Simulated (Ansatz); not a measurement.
## A computed series for SiGe: pressure series

The reference is SiGe in the wurtzite structure (space group P6_3mc, No. 186; a = 3.900 Å, c = 6.443 Å; a model cell, its experimental status unchecked).

Cell and atoms are relaxed at each pressure.

Computed with PBEsol in Ansatz (plane waves to 420 eV, PAW, scalar-relativistic without spin-orbit coupling), earlier PAW set.

| change | band gap | lattice parameter a |
|---|---|---|
| base | 0.35 eV | 3.900 Å |
| pressure −2 GPa | 0.33 eV | 3.935 Å |
| pressure −1 GPa | 0.37 eV | 3.917 Å |
| pressure 0.9 GPa | 0.33 eV | 3.886 Å |
| pressure 2.1 GPa | … | 3.868 Å |
| pressure 4.5 GPa | … | 3.835 Å |
| pressure 9 GPa | 0.18 eV | 3.782 Å |
| pressure 15 GPa | 0.09 eV | 3.722 Å |
| pressure 22.5 GPa | zero | 3.661 Å |
| pressure 30 GPa | zero | 3.608 Å |

Question: Complete the table.

Answer: 
- pressure 2.1 GPa, band gap: 0.31 eV
- pressure 4.5 GPa, band gap: 0.26 eV

A case with no gap was solved on a k-mesh chosen for an insulator, which is coarse for it. Load acts through the strain it causes; cell and atoms are relaxed under it. Whether these cells are dynamically stable was not tested. No other phases were tried under pressure. The final runs are not spin-polarised. The zero or small gap of SiGe under pressure 4.5 GPa, SiGe under pressure 9 GPa, SiGe under pressure 15 GPa and SiGe under pressure 22.5 GPa can change with the level of theory.

Ansatz is a first-principles code.
